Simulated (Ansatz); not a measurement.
# (Ti,Si)O2: TiO16Si7

A 24-atom cell of (Ti,Si)O2 started in the anatase structure, site fractions Ti 0.125, Si 0.875, short-range order -0.14 in the first shell of the mixed sites (0 is random, a negative value favours unlike neighbours), space group C2 at the end.

The mixing enthalpy is taken against the end members in the anatase type (which need not be the stable form of TiO2 and O2Si), relaxed in the same cell and mesh.

These are r2SCAN (plane waves to 500 eV, PAW; Ansatz, a first-principles code) values and carry that method's errors. No spin–orbit coupling; the runs are not spin-polarised. Its k-point mesh 5×3×3, Fermi–Dirac width 0.01 eV.

* **volume per atom**: 8.88 Å³
* **O–Si bonds**: 1.781 Å on average, from 1.732 to 1.817 (42)
* **O–Ti bonds**: 1.900 Å on average, from 1.882 to 1.926 (6)
* **mixing enthalpy per site of the mixed sublattice**: 98 meV
* **departure of the mean lattice parameter from Vegard's line**: under 0.15 %, inside the noise of the relaxations
* **r2SCAN gap over the mesh and listed points off it**: 3.77 eV

```xyz
24
Lattice="1.7609 -1.7609 -4.2790 -7.0573 -0.0017 -0.0047 0.0017 7.0573 -0.0047" Properties=species:S:1:pos:R:3 pbc="T T T"
Si    -3.5391    -0.0114    -0.0023
Si     0.0111     0.0078     0.0811
Si    -3.5199     3.5389    -0.0857
Si    -0.0084     3.5193    -0.0023
Ti    -1.7541     0.0128    -2.1418
Si    -5.3016     0.0117    -2.0813
Si    -1.7535     3.5225    -2.2070
Si    -5.3039     3.5186    -2.1465
O     -1.7631     0.0081    -0.2161
O     -5.2922     0.0091    -0.2797
O     -1.7632     3.5170    -0.4196
O     -5.2944     3.5179    -0.3856
O     -1.7668     5.2212    -2.5491
O     -5.2947     5.2909    -2.4600
O     -1.7518     1.8367    -2.6060
O     -5.3061     1.7675    -2.5053
O      0.0023     3.5181    -1.7830
O     -3.5316     3.5278    -1.8330
O      0.0698     0.0151    -1.6777
O     -3.6030    -0.0016    -1.7392
O     -1.7589     0.0038    -4.0676
O     -5.3072     0.0020    -3.8687
O     -1.7561     3.5320    -4.0086
O     -5.3046     3.5281    -3.9074
```
